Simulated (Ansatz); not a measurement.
## A computed series for Ta4GaSe8: response to strain

Consider Ta4GaSe8 (space group F-43m, No. 216; a = 10.337 Å). Axes: x, y, z lie along the cube axes.

Strains are applied to the cell and any free atomic positions relax; under biaxial strain the out-of-plane vector relaxes too.

All numbers come from Kohn–Sham DFT with the PBEsol functional, run in Ansatz (a quantum-chemistry and plane-wave program) with PAW and 420 eV plane waves, no spin-orbit coupling.

Notes on the quantities. energy relative to the base: free energy F; pressure: mean of the normal stresses, compression positive.

```tsv
variant	energy relative to the base	shortest interatomic distance	pressure	space group
base	0 meV/atom	2.433 Å	0.0 GPa	F-43m (No. 216)
biaxial strain +1.20 %, plane normal [001], relaxed out of plane	+2.4 meV/atom	2.446 Å	-1.0 GPa	I-4m2 (No. 119)
biaxial strain +0.72 %, plane normal [111], relaxed out of plane	+0.6 meV/atom	2.440 Å	-0.6 GPa	R3m (No. 160)
uniaxial strain ε_zz = −2.43 %	+5.3 meV/atom	2.411 Å	2.2 GPa	I-4m2 (No. 119)
```

Without a gap, meshes like the base's 7×7×7 leave anisotropic stresses uncertain by several tenths of a GPa, and small strain energies with them. Stability against distortions was not tested. The final runs are not spin-polarised. An odd electron count without spin: Ta4GaSe8.
